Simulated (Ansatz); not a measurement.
## HgSe: response to strain

Start from HgSe in the zinc blende structure (space group F-43m, No. 216; a = 6.1332 Å). Axes: x, y, z lie along the cube axes.

Strains are applied to the cell and any free atomic positions relax; under biaxial strain the out-of-plane vector relaxes too; under stress the whole cell relaxes.

Level of theory: PBEsol, PAW, 420 eV (Ansatz, a program for electronic structure; without spin-orbit coupling), earlier PAW set.

Notes on the quantities. energy relative to the base: free energy F; pressure: mean of the normal stresses, compression positive.

| case | shortest interatomic distance | energy relative to the base | pressure | space group |
|---|---|---|---|---|
| base | 2.656 Å | 0 meV/atom | 0.0 GPa | F-43m (No. 216) |
| biaxial strain +1.77 %, plane normal [001], relaxed out of plane | 2.663 Å | +2.1 meV/atom | -0.4 GPa | I-4m2 (No. 119) |
| isotropic strain +0.84 % | 2.678 Å | +2.9 meV/atom | -1.2 GPa | F-43m (No. 216) |
| isotropic strain +1.10 % | 2.685 Å | +4.9 meV/atom | -1.6 GPa | F-43m (No. 216) |
| isotropic strain +5.54 % | 2.803 Å | +103 meV/atom | -5.5 GPa | F-43m (No. 216) |
| uniaxial strain ε_xx = −4.83 % | 2.614 Å | +13 meV/atom | 2.8 GPa | I-4m2 (No. 119) |
| uniaxial strain ε_yy = −2.13 % | 2.637 Å | +2.5 meV/atom | 1.2 GPa | I-4m2 (No. 119) |
| uniaxial strain ε_zz = +0.62 % | 2.661 Å | +0.2 meV/atom | -0.3 GPa | I-4m2 (No. 119) |
| tensor shear ε_yz = +1.38 % | 2.655 Å | +1.5 meV/atom | 0.0 GPa | Imm2 (No. 44) |
| uniaxial stress, 3 GPa tension along z | 2.678 Å | +25 meV/atom | – | I-4m2 (No. 119) |

The mesh was chosen for an insulator and is coarse for the gapless case. Beyond what the load breaks, stability against distortions was not tested. All final runs are without spin polarisation.
